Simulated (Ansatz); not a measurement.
Here is the system:

```xyz
12
Lattice="5.0942 0.0000 0.0000 0.0000 5.1506 0.0000 0.8762 0.0000 5.2030" Properties=species:S:1:pos:R:3 pbc="T T T"
Hf     4.3077     2.7913     3.6832
Hf     1.6626     2.3593     1.5197
Hf     2.1007     0.2160     4.1212
Hf     3.8696     4.9346     1.0817
O      3.6694     1.3261     5.0915
O      2.3010     3.8245     0.1114
O      2.7390     3.9015     2.7129
O      3.2313     1.2492     2.4900
O      5.0493     3.4470     1.8015
O      0.9210     1.7036     3.4014
O      0.4829     0.8717     0.8000
O      5.4874     4.2789     4.4030
```

Space group of this cell: P2_1/c. The cell is taken as given; by r2SCAN its mean pressure is 3.8 GPa.

Computed with r2SCAN (plane waves, PAW; Ansatz, an electronic-structure program).

The current runs along the normal of the first two printed vectors; no spin-orbit coupling. Scaled by the factor s: all lengths (ions clamped). Meshes 6×6×6 and 6×6 across the current in all rows.

```json
[
 {"s": "0.98", "mean pressure (GPa)": "22.4", "slowest mid-gap decay constant κ (1/Å)": "0.451"},
 {"s": "1.00", "mean pressure (GPa)": "3.8", "slowest mid-gap decay constant κ (1/Å)": "0.436"},
 {"s": "1.02", "mean pressure (GPa)": "-10.4", "slowest mid-gap decay constant κ (1/Å)": "?"}
]
```

Task: Take the slope of the slowest mid-gap decay constant κ against ln s from the two given rows, extrapolate to s = 1.02, and say what the run there gives.

Result: Slope = (0.451 − 0.436) / ln 0.98 = -0.742 1/Å. The line gives 0.436 + (-0.742) × ln 1.02 = 0.421 1/Å. The run gives 0.421 1/Å, as the line does.
